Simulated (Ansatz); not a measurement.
Given:

```yaml
crystal:
  lattice:
    - [-1.63060, 1.63060, 1.64109]
    - [1.63060, -1.63060, 1.64109]
    - [1.63060, 1.63060, -1.64109]
  atoms:
    - { symbol: Nb, position: [0.00000, 0.00000, 0.00000] }
```

Calculation: PBEsol, rigid bands (plane waves, PAW, scalar-relativistic; Ansatz, an electronic-structure program). Condition of this run: biaxial stress xx = yy = 1 GPa (compression positive) (the target of the relaxation). How the cell was made: cell and atoms relaxed with PBEsol, then loaded as said.

Question: For narrow interconnects the product ρ₀λ of bulk resistivity and mean free path ranks metals, the lower the better. What is it here?

Answer: 3.8 ×10⁻¹⁶ Ω·m².

Question: And the Drude plasma energy and the root-mean-square Fermi velocity at 300 K?

Answer: 9.4 eV; 6.5e5 m/s.

A metal at this level (no band gap); rigid bands, thermally averaged at 300 K, both spins. Spin-orbit coupling is left out. τ is one relaxation time for all states; the product of resistivity and mean free path takes one path for all states instead.
